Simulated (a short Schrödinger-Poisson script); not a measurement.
System: symmetric double-gate stack, SiO2 on p-type Si(110), at 300 K.

| layer | material | thickness (nm) | Na (cm⁻³) |
|---|---|---|---|
| 1 | SiO2 | 2.3 | - |
| 2 | Si | 10 | 2e16 |
| 3 | SiO2 | 2.3 | - |

The device is made up for the run: typed textbook-type constants, with dimensions and the other settings drawn at random. SiO2: permittivity 3.9, conduction-band edge (eV) 3.15, gap (eV) 9, electron mass (mₑ) 0.5. Si: permittivity 11.7, conduction-band edge (eV) 0, gap (eV) 1.124, Nv at 300 K (cm⁻³) 3.1e19.

Channel valleys (confinement mass, in-plane density-of-states mass, number): Δ4 0.315, 0.324, 4; Δ2 0.19, 0.417, 2. At the gates, both at one voltage, the conduction-band edge of layer 1 lies 3.54 eV − eVg above the Fermi level of the channel. Gaps are held at their typed values at every temperature. Mesh 0.03 nm at interfaces.

From a short Schrödinger-Poisson script (our own, NumPy): 1D Poisson equation in equilibrium, electrons quantum, Hartree (BenDaniel-Duke, 12 states a valley, the channel's in-plane mass for all, wave functions free to enter the dielectric), parabolic valleys, classical holes, full ionisation, no traps, pinning or gate leakage.

The same stack at other levels of the model or other numerical settings:

```csv
run,sheet density of all electrons at Vg = 1.8 V (cm⁻²),sheet density of all electrons at Vg = 0.6 V (cm⁻²),capacitance of both gates at Vg = 1.8 V (μF/cm²),rough cost against the base
base,2.17e13,3.54e12,2.57,about 1
"electrons treated as classical, Boltzmann",2.50e13,4.19e12,2.88,0.03
"electrons treated as classical, Fermi-Dirac",2.42e13,4.15e12,2.76,0.07
mesh six times as coarse,2.16e13,3.52e12,2.56,0.3
```

The classical rows ignore confinement, and Boltzmann statistics overrate the density once the band edge passes the Fermi level.
